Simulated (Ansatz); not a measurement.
Take GaP in the zinc blende structure (space group F-43m, No. 216) as the base.

GaP is modelled in the cubic space group F-43m (No. 216), the zinc blende structure, Pearson symbol cF8. Lattice parameters: a = b = c = 5.4513 Å, α = β = γ = 90.00°. P on 4c sees 4 Ga at 2.360 Å (tetrahedral). Ga on 4a is coordinated by 4 P at 2.360 Å (tetrahedral). (Neighbours: up to the widest gap in distance over summed covalent radii, below 1.35, at either atom; cation-cation and far metal-metal contacts left out.)
(The calculation used a cell of 2 atoms; values per cell refer to that cell.)

Method: Ansatz (a quantum-chemistry and plane-wave program) r2SCAN, spin-orbit coupling left out.

For the base:

| Quantity | Value |
|---|---|
| Band gap | 1.85 eV |
| Shortest interatomic distance | 2.360 Å |
| Hole mass | 0.13, 0.37, 0.37 mₑ (at Γ) |
| Density | 4.13 g/cm³ |

Now apply this change: cell and atoms relaxed at a pressure of 75 GPa.

Estimate the effect on the band gap.

The band gap falls by 1.031 eV (1.85 eV → 0.81 eV).

What happens to the shortest interatomic distance?

The shortest interatomic distance shrinks by 0.2819 Å to 2.079 Å.

What does the calculation give for the hole mass after the change?

The hole mass (degenerate bands, along [100]) goes from 0.13, 0.37, 0.37 mₑ (at Γ) to 0.22, 0.22, 0.23 mₑ (at Γ).

How does this affect the density?

The density increases by 1.92 g/cm³ (4.13 g/cm³ → 6.05 g/cm³).

Load acts through the strain it causes; cell and atoms are relaxed under it. Effective masses come from finite differences of ±0.01 Å⁻¹. Stability against distortions was not tested. Measured, GaP leaves this structure (for a Cmcm phase) near 26 GPa (temperature not stated; as listed in Datta, Sujoy, Jana, Debnarayan, arXiv (2020)).
